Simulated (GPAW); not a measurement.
A self-consistent single point of BeS (F-43m, 2 atoms in the cell) with GPAW.

Method: PBE, GPAW PAW datasets PBE (gpaw-data 1.0.1) (plane waves; GPAW 25.7.0).

```
CELL_PARAMETERS angstrom
      0.00000     2.40081     2.40081
      2.40081     0.00000     2.40081
      2.40081     2.40081     0.00000
ATOMIC_POSITIONS crystal
  Be 0.00000 0.00000 0.00000
  S  0.75000 0.75000 0.75000
```

Reference input (self-consistent single point, DFT PBE, plane waves, GPAW PAW datasets PBE (gpaw-data 1.0.1)): mode = pw; ecut = 850 eV; xc = PBE; kpts = 6 6 6; mesh shift (steps) = 0 0 0; occupations.name = fixed-uniform; nbands = -4; convergence.forces = 0.001 eV/Å; convergence.bands = -2; symmetry.symmorphic = false; symmetry.tolerance = 0.0005; maxiter = 150. This run's input differs from it in these lines:

```diff
@@ -12,3 +12,3 @@
 
-calc = GPAW(mode={'name': 'pw', 'ecut': 850},
+calc = GPAW(mode={'name': 'pw', 'ecut': 595},
             xc='PBE',
```

Output, abridged:

```
     iter     time        total  log10-change:
                         energy   eigst   dens  force
iter:   1 --:--:--   -10.026302   +0.99
iter:   2 --:--:--   -10.016865   -0.20  -0.94
iter:   3 --:--:--    -9.931873   -0.72  -0.95
iter:   4 --:--:--    -9.924473   -1.45  -1.44
iter:   5 --:--:--    -9.905214   -1.57  -1.49
iter:   6 --:--:--    -9.900614   -2.22  -1.62
iter:   7 --:--:--    -9.899426   -2.73  -2.02
iter:   8 --:--:--    -9.899256c  -3.31  -2.43
iter:   9 --:--:--    -9.899256c  -3.72  -3.55
iter:  10 --:--:--    -9.899259c  -3.89  -3.53
iter:  11 --:--:--    -9.899257c  -4.27  -3.52
iter:  12 --:--:--    -9.899257c  -4.64  -3.76
iter:  13 --:--:--    -9.899257c  -4.66  -3.98
iter:  14 --:--:--    -9.899257c  -5.48  -4.03c
iter:  15 --:--:--    -9.899257c  -5.98  -5.24c
iter:  16 --:--:--    -9.899257c  -6.18  -5.21c
iter:  17 --:--:--    -9.899257c  -6.56  -5.27c
iter:  18 --:--:--    -9.899257c  -7.09  -4.97c
iter:  19 --:--:--    -9.899257c  -7.45c -5.17c
iter:  20 --:--:--    -9.899257c  -7.94c -5.00c -16.11c
Converged after 20 iterations.

Dipole moment: (3.423468, 3.423468, 3.423468) |e|*Ang

Energy contributions relative to reference atoms: (reference = -11255.804871)

Kinetic:        +13.690404
Potential:      -12.306582
External:        +0.000000
XC:             -11.298356
Entropy (-ST):   +0.000000
Local:           +0.015278
SIC:             +0.000000
--------------------------
Free energy:     -9.899257
Extrapolated:    -9.899257

Showing only first 2 kpts
 Kpt  Band  Eigenvalues  Occupancy
  0     2      5.02668    2.00000
  0     3      5.02668    2.00000
  0     4     10.65233    0.00000
  0     5     10.65233    0.00000

  1     2      4.04769    2.00000
  1     3      4.04769    2.00000
  1     4      9.97562    0.00000
  1     5     12.28742    0.00000

Fermi level: 6.54229

Gap: 3.031 eV
Transition (v -> c):
   [... lines left out ...]
Direct/indirect transitions are different
Direct gap: 5.626 eV
Transition at: (s=0, k=0, n=3, [0.00, 0.00, 0.00])
Energy (eV): -9.899257

Forces in eV/Ang:
  0 Be    0.00000   -0.00000    0.00000
  1 S     0.00000    0.00000   -0.00000

Stress tensor:
    -0.034176     0.000000    -0.000000
     0.000000    -0.034176     0.000000
    -0.000000     0.000000    -0.034176
Stress (GPa, Voigt): [-5.4757 -5.4757 -5.4757  0.     -0.      0.    ]
```

The run converged in 20 iterations. GPAW prints stress with tension positive. Against the reference run the free energy goes up by 2.8 meV/atom, the pressure hardly changes (5.52 to 5.48 GPa) and the gap on the mesh moves little (3.030 to 3.031 eV).

The starting cell comes from a database of computed structures (which also holds hypothetical and non-ambient phases and stackings), without a prior relaxation at this level. Its lattice was rescaled by a random factor within 2.5 % of one.
